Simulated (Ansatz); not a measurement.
The reference is a 16-atom supercell of NbAs (space group I4_1md, No. 109; a = 3.439 Å, c = 11.593 Å) at its relaxed geometry.

Calculations: PBEsol in Ansatz (plane waves to 420 eV, PAW, no spin-orbit coupling).

Base values:

| Quantity | Result |
|---|---|
| Pressure | 0.0 GPa |

The change: one Nb atom is replaced by As, atoms relaxed at fixed cell, starting from a slightly rattled geometry.

Tabulated Pauling electronegativity and covalent radius: Nb 1.60, 1.64 Å; As 2.18, 1.19 Å.

Problem. Estimate the effect on the shift of the substituted atom off its lattice site, largest displacement of a host atom from its site in the perfect cell and pressure.

Solution. The shift of the substituted atom off its lattice site amounts to 0.62 Å; the largest displacement of a host atom from its site in the perfect cell amounts to 0.16 Å; the pressure goes from zero to 4.0 GPa.

In so small a cell the defect repeats every few ångströms: this is an ordered compound, not a dilute defect. The final runs are not spin-polarised. The defect cell is not spin-polarised.

Ansatz is an electronic-structure program.
